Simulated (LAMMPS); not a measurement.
C (diamond structure) at 2800 K and zero pressure, started from the melt, with several potentials, in cells of their own sizes.

Interatomic potentials used:
- CH.rebo: classical MD, pair style rebo, file CH.rebo (LAMMPS)
- MEAM SiC.meam: classical MD, pair style meam, file SiC.meam (LAMMPS)
- SiC.gw: classical MD, pair style gw, file SiC.gw (LAMMPS)

```tsv
potential	state	volume	first peak of g(r)	coordination number	self-diffusion coefficient of C (not corrected for cell size)	viscosity	mean phonon frequency	rough cost (ms per atom and simulated ps)
MEAM SiC.meam	liquid	6.493 ± 0.004 Å³/atom	1.77 Å, height 2.5	6.99 (counted to 2.26 Å)	(2.5 ± 0.2) × 10^-5 cm²/s	13 ± 1 mPa s	30.9 THz	10 to 30
CH.rebo	slow or partial motion within 42 ps, no clear phase	8.16 ± 0.01 Å³/atom	1.46 Å, height 3.5	3.13 (counted to 1.90 Å)	-	-	27.5 THz	10 to 30
SiC.gw	liquid	9.73 ± 0.01 Å³/atom	1.74 Å, height 2.2	4.05 (counted to 2.26 Å)	(5.8 ± 0.2) × 10^-5 cm²/s	4.4 ± 0.5 mPa s	16.5 THz	10 to 30
```

Costs are rough: whole-run CPU time with set-up and analysis, from shared machines, in bands a factor of about three wide.

Caution: the potential MEAM SiC.meam is made for SiC, not for the elements.

Caution: at ambient pressure real C sublimes or decomposes before or as it melts, so this liquid is the model's.

Caution (row MEAM SiC.meam): a run this short can hold a crystal over, or a liquid under, the potential's own melting point, which these runs don't give.

Caution (rows CH.rebo; SiC.gw): enthalpy drifts during the constant-pressure average: a transition or slow ageing; fluctuation values are void.

Caution: the potential SiC.gw is made for SiC, not for the elements.

Caution: with SiC.gw the 0 K volume of this crystal is 28 % off the measured one.

States go by the mean squared displacement: a species diffuses where it passes 1.5 Å², still rises and gives D over 1e-6 cm²/s; a crystal has left its structure where atoms lie 0.35 Å off their sites on average or a cubic box changes its shape by 3 %, or the axial ratios of another lie 8 % off the starting cell's, which the potential's own relaxation can also do.

Errors of D are the spread over four groups of atoms in one short run; a floor of about 5 %, a picked value, is safer.

Errors shown are sampling errors alone.
